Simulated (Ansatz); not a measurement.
## PBE against PBEsol: hypothetical diamond Li, isotropic strain +2.72 %

The parent structure is Li in the diamond structure (space group Fd-3m, No. 227; a = 5.9116 Å; a hypothetical phase, not in the database extracts checked; relaxed with 0.1 eV smearing).

(Cell as relaxed with PBE.)

Levels (all Ansatz, an electronic-structure program, PAW): PBE (420 eV, no spin-orbit coupling); PBEsol (420 eV, no SOC).

Each level relaxes its own structure.

```csv
base,PBE,PBEsol
volume per atom,25.82 Å³,25.61 Å³
lattice parameter a,5.912 Å,5.895 Å
band gap,zero,zero
```

The change: an isotropic linear strain of +2.72 %; the atoms relax in the strained cell.

```csv
quantity,PBE,PBEsol
pressure,-0.4 GPa,-0.4 GPa
energy relative to the base (free energy F),+2.7 meV/atom,+2.7 meV/atom
band gap,zero,zero
```

The two agree on the pressure, energy relative to the base and band gap. Neither level is exact; PBEsol is the comparison here, not a measurement.

Stability against distortions was not tested.
